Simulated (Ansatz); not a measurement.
Terminations of the (111)A surface of zinc-blende ZnSe (Zn plane on top), measured from the surface '2x2 with 2 H on 4 top atoms'. Atoms come from or go to: Br: ½ Br2(g), C: graphite, F: ½ F2(g), H: ½ H2(g), In: tetragonal indium, Se: trigonal Se, Si: silicon, Zn: hcp Zn. ΔE is the energy of forming the row's surface from that one (negative: more stable at these reservoirs); the vacuum level's shift is aligned on the shared bottom. No zero-point or thermal terms. These are constructed structures in small cells; real faces may alloy, dewet or reconstruct in larger ones, and not all known structures of the face are among them. Slabs of about 14 Å with all that they carry, Fermi-Dirac smearing of 0.025 eV. Bottom of the slabs: H caps. Relaxed from the named starts with such symmetry as they have, on meshes of like density; energies extrapolated to zero smearing; no spin-orbit coupling, no U. Spin-polarised runs, if any, are marked in brackets, and their order is one that fits the cell; the others ran without spin. A dash marks a value that is undefined for that row (no clear gap, or no work function of a gapped slab) or was not read reliably on its mesh.

Computed with PBE (plane waves to 420 eV, PAW; Ansatz, a program for electronic structure).

```csv
surface,atoms added per 1x1,ΔE per 1x1 (eV),slab gap (eV),shift of the vacuum level (eV),work function (eV)
2x2 Si adatom at H3,"-0.5 H, +0.25 Si",?,0.37,-1.19,–
CH3 on every top atom,"+1 C, +2.5 H",?,–,-0.11,5.93
2x2 with 2 H on 4 top atoms,none,0.00,1.69,0.00,–
"Se trimer, 2x2 (1 Se–Se bonds broke)","-0.5 H, +0.75 Se",-0.47,1.15,-0.10,–
2x2 with 2 F on 4 top atoms,"+0.5 F, -0.5 H",-1.58,1.54,1.95,–
2x2 Se adatom at T1,"-0.5 H, +0.25 Se",?,–,1.27,–
F on every top atom,"+1 F, -0.5 H",?,–,3.88,10.27
"Zn trimer, 2x2","-0.5 H, +0.75 Zn",0.55,0.72,-1.63,–
2x2 Si adatom at T4,"-0.5 H, +0.25 Si",0.41,0.54,-0.73,–
2x2 Zn vacancy,"-0.5 H, -0.25 Zn",-0.16,1.57,-1.22,–
"2x2 In adatom at H3 [spin, 0.9 μB a cell]","-0.5 H, +0.25 In",0.37,–,-1.41,3.70
Br on every top atom,"+1 Br, -0.5 H",-0.97,–,0.78,7.16
```

Question: Complete the blanks.

Answer: 
- 2x2 Si adatom at H3, ΔE per 1x1 (eV): 0.54
- CH3 on every top atom, ΔE per 1x1 (eV): -0.02
- 2x2 Se adatom at T1, ΔE per 1x1 (eV): 0.14
- F on every top atom, ΔE per 1x1 (eV): -2.12
